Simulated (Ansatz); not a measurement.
**A computed series for Mo3Te4: response to strain**

The reference is Mo3Te4 (space group R-3, No. 148; a = 10.1062 Å, c = 11.7270 Å (hexagonal axes)). Axes: x lies along a and z along c of the hexagonal cell.

Strains are applied to the cell and any free atomic positions relax; under biaxial strain the out-of-plane vector relaxes too.

Calculations: Ansatz (a program for electronic structure) PBEsol, no spin-orbit coupling.

Notes on the quantities. energy relative to the base: free energy F; pressure: mean of the normal stresses, compression positive.

```json
[
 {"case": "base", "energy relative to the base": "0 meV/atom", "pressure": "0.0 GPa", "volume per atom": "24.70 Å³", "space group": "R-3 (No. 148)"},
 {"case": "biaxial strain +0.87 %, plane normal [001], relaxed out of plane", "energy relative to the base": "+0.6 meV/atom", "pressure": "-0.3 GPa", "volume per atom": "24.86 Å³", "space group": "R-3 (No. 148)"},
 {"case": "biaxial strain +3.91 %, plane normal [001], relaxed out of plane", "energy relative to the base": "+9.6 meV/atom", "pressure": "-1.0 GPa", "volume per atom": "25.25 Å³", "space group": "R-3 (No. 148)"},
 {"case": "biaxial strain +4.50 %, plane normal [001], relaxed out of plane", "energy relative to the base": "+12 meV/atom", "pressure": "(withheld)", "volume per atom": "25.33 Å³", "space group": "R-3 (No. 148)"},
 {"case": "uniaxial strain ε_xx = +2.15 %", "energy relative to the base": "(withheld)", "pressure": "-0.8 GPa", "volume per atom": "25.23 Å³", "space group": "P-1 (No. 2)"}
]
```

Question: Some entries are withheld; estimate them.

Answer: 
- biaxial strain +4.50 %, plane normal [001], relaxed out of plane, pressure: -1.1 GPa
- uniaxial strain ε_xx = +2.15 %, energy relative to the base: +2.4 meV/atom

Whether these cells are dynamically stable was not tested. All final runs are without spin polarisation.
